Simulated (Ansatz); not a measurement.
The reference is Mg2Sn (space group Fm-3m, No. 225; relaxed with 0.1 eV smearing).

```yaml
crystal:
  lattice:
    - [0.00000, 3.37356, 3.37356]
    - [3.37356, 0.00000, 3.37356]
    - [3.37356, 3.37356, 0.00000]
  atoms:
    - { symbol: Mg, position: [0.25000, 0.25000, 0.25000] }
    - { symbol: Mg, position: [0.75000, 0.75000, 0.75000] }
    - { symbol: Sn, position: [0.00000, 0.00000, 0.00000] }
```

Cartesian axes are those of the cell as printed.

Method: Ansatz (an electronic-structure program), PBEsol, PAW, cutoff 420 eV, no SOC.

Before the change:

- Pressure = 0.0 GPa

Perturbation: tensile biaxial strain of 1.00 % in the plane normal to [001], as in epitaxy on a mismatched substrate; the out-of-plane cell vector and the atoms relax.

What happens to the ratio −ε⊥/ε∥?

The ratio −ε⊥/ε∥ is 0.74.

Predict the new energy relative to the base.

The energy increases by 1.3 meV/atom.

Predict the new pressure.

The pressure (mean of the normal stresses, compression positive) goes from zero to -0.5 GPa.

Whether these cells are dynamically stable was not tested.
